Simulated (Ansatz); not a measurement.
The structure below was relaxed with r2SCAN in Ansatz (plane waves to 500 eV, PAW, scalar-relativistic without spin-orbit coupling), at pressure 9 GPa.

```xyz
10
Lattice="2.5089 1.4485 4.5428 -2.5089 1.4485 4.5428 0.0000 -2.8971 4.5428" Properties=species:S:1:pos:R:3 pbc="T T T"
Li     0.0000     0.0000     9.5453
Li     0.0000     0.0000     2.7312
Nb     0.0000     0.0000    13.4189
Nb     0.0000     0.0000     6.6048
O     -0.6957     1.3859     8.0165
O      1.5481    -0.0905     8.0165
O     -0.8524    -1.2954     8.0165
O      0.9608     1.3580     5.7451
O      0.6957    -1.5111     5.7451
O     -1.6565     0.1531     5.7451
```

Problem. Find the space group and the Wyckoff positions.

Solution. Space group R3c, hexagonal axes (No. 161); a = b = 5.018 Å, c = 13.628 Å, α = β = 90.00°, γ = 120.00°

| atom | site | symmetry | x | y | z |
|---|---|---|---|---|---|
| Li | 6a | 3. | 0.0000 | 0.0000 | 0.2996 |
| Nb | 6a | 3. | 0.0000 | 0.0000 | 0.0154 |
| O | 18b | 1 | 0.0352 | 0.3477 | 0.0784 |

Load acts through the strain it causes; cell and atoms are relaxed under it. Whether these cells are dynamically stable was not tested. No other phases were tried under pressure. The cell was made from LiNbO₃ (space group R3c, No. 161) by this change: pressure 9 GPa.

Ansatz is a program for electronic structure.
